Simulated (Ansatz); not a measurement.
## (V,Ta)N: Ta₃V₅N₈

A 16-atom cell of (V,Ta)N started in the rock salt structure, site fractions V 0.625, Ta 0.375, short-range order -0.07 in the first shell of the mixed sites (0 is random, a negative value favours unlike neighbours), space group R-3m at the end, an ordered arrangement that its symmetry holds.

The mixing enthalpy is taken against the end members in the rock salt type (which need not be the stable form of TaN), relaxed in the same cell and mesh, with VN and TaN held in the symmetric form, which may not be a minimum.

These are PBE (plane waves to 420 eV, PAW; Ansatz, a first-principles code) values and carry that method's errors. Scalar-relativistic, without spin–orbit coupling; the runs are not spin-polarised. Its k-point mesh 5×5×5, Fermi–Dirac width 0.05 eV.

```
Item                                                                                               Value
----------------------------------------------------------  --------------------------------------------
volume per atom                                                                                  9.58 Å³
N–V bonds                                                   2.105 Å on average, from 2.090 to 2.125 (30)
N–Ta bonds                                                  2.156 Å on average, from 2.155 to 2.159 (18)
mixing enthalpy per site of the mixed sublattice                                                  -1 meV
departure of the mean lattice parameter from Vegard's line                                        +0.4 %
```

```
CELL_PARAMETERS angstrom
      0.02621     4.23441     4.23441
      4.26061     0.00000     4.26061
      4.26061     4.26061     0.00000
ATOMIC_POSITIONS crystal
  V  0.00000 0.00000 0.00000
  V  0.00000 0.00000 0.50000
  V  0.00000 0.50000 0.00000
  V  0.00000 0.50000 0.50000
  Ta 0.50000 0.00000 0.00000
  Ta 0.50000 0.00000 0.50000
  V  0.50000 0.50000 0.00000
  Ta 0.50000 0.50000 0.50000
  N  0.24258 0.25740 0.25001
  N  0.23763 0.25412 0.75412
  N  0.24258 0.75001 0.25001
  N  0.24258 0.75001 0.75740
  N  0.75742 0.24999 0.24260
  N  0.75742 0.24999 0.74999
  N  0.76237 0.74588 0.24588
  N  0.75742 0.74260 0.74999
```
